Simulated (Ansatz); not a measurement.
# The (100) surface of fcc Pt, one row in 4 of the top plane missing (bottom of the slab: a bare face, its two planes held)

The numbers are results of PBE (plane waves to 420 eV, PAW; Ansatz, a first-principles code), not measurements.

Model: 23-atom slab, 9.9 Å thick at the start (thin: gaps and levels are the slab's own), 13x4x1 mesh, Fermi-Dirac 0.1 eV, dipole correction, 8 atoms held, the rest relaxed; start symmetry kept, larger cells not searched; no spin, no spin-orbit, no U. It is one candidate, not shown to be the stable structure of the face.

```
Property                                                       Result
-----------------------------  --------------------------------------
work function of the top face                                 5.51 eV
energy released by relaxation                                 0.35 eV
cost                           about 19 core-minutes (a rough figure)
```
